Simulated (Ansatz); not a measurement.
A 16-atom cell of Pb(S,Te) started in the rock salt structure, site fractions S 0.875, Te 0.125, short-range order -0.14 among the nearest mixed sites (0 is random, a negative value favours unlike neighbours), space group Fm-3m at the end, an ordered arrangement that its symmetry holds. The mixed sublattice has 8 sites.

The mixing enthalpy is taken against the end members in the rock salt type, relaxed in the same cell and mesh.

Calculation: PBE (plane waves to 420 eV, PAW; Ansatz, a quantum-chemistry and plane-wave program). Spin–orbit coupling is left out; with elements this heavy it can move edges by tenths of an eV. Its k-point mesh 4×4×4, Fermi–Dirac width 0.01 eV.

| cell | energy at zero smearing (eV) |
|---|---|
| PbS | -102476.572 |
| PbTe | -151097.488 |
| Pb8S7Te | -108553.795 |

Problem. Work out the mixing enthalpy per mixed site and the interaction parameter Ω of a regular solution.

Solution. With x = 1/8 of the second end member, ΔH = [-108553.795 − 7/8 × (-102476.572) − 1/8 × (-151097.488)] / 8 = 48.9 meV against the separate end members. Ω = ΔH / x(1 − x) = 447 meV.
